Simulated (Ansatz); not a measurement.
Start from GeSe (space group Pnma, No. 62; a = 10.961 Å, b = 3.876 Å, c = 4.432 Å; layered, stacked along the Cartesian x axis).

All numbers come from PBE-D3(BJ) (Ansatz, an electronic-structure program, PAW, spin-orbit coupling left out).

Carriers are added at fixed cell with a uniform background; the Fermi–Dirac width is that of 300 K.

One change was made to it. Results:

The Fermi level relative to the doped band's edge (positive inside the band; to 0.05 eV) is +0.40 eV; the largest internal atomic displacement amounts to 0.030 Å; the gap between the host's bands shrinks by 0.078 eV (0.73 eV → 0.66 eV).

Question: Which change produced these results?
A. holes 7.0×10^21 cm⁻³
B. holes 2.0×10^21 cm⁻³
C. electrons 2.0×10^21 cm⁻³
D. electrons 7.0×10^21 cm⁻³
E. holes 3.0×10^21 cm⁻³

Answer: C, electrons 2.0×10^21 cm⁻³. For comparison, the gap between the host's bands in the other runs: holes 3.0×10^21 cm⁻³ gives 0.79 eV; electrons 7.0×10^21 cm⁻³ gives 0.45 eV; holes 2.0×10^21 cm⁻³ gives 0.77 eV; holes 7.0×10^21 cm⁻³ gives 0.87 eV.

Charged cell with a jellium background: band edges are those of the host's band count, energies are not comparable with the neutral cell, and many-body gap narrowing is missing. Stability against distortions was not tested. The D3 term's C6 switches between coordination references near this geometry, which can add small steps to energies.
